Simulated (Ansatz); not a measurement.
Si vacancy (V_Si) in 4H silicon carbide, relaxed from two starting moments at each charge below.

Level of theory: PBE, PAW (plane waves to 420 eV; Ansatz, a first-principles code). Cell and caveats: 96-site cell; 2×2×2 shifted k-points; start: the Si(k) site; host gap 2.23 eV; charged states image-corrected; corrections pass 1 eV, so highly charged states may be off by several tenths; flagged in the runs: a host whose relaxation on this sampling wasn't shown to rest.

At charge −1 the runs end with 1.0 and 3.0 μB. The state with 3.0 μB lies 0.087 eV below the one with 1.0 μB.
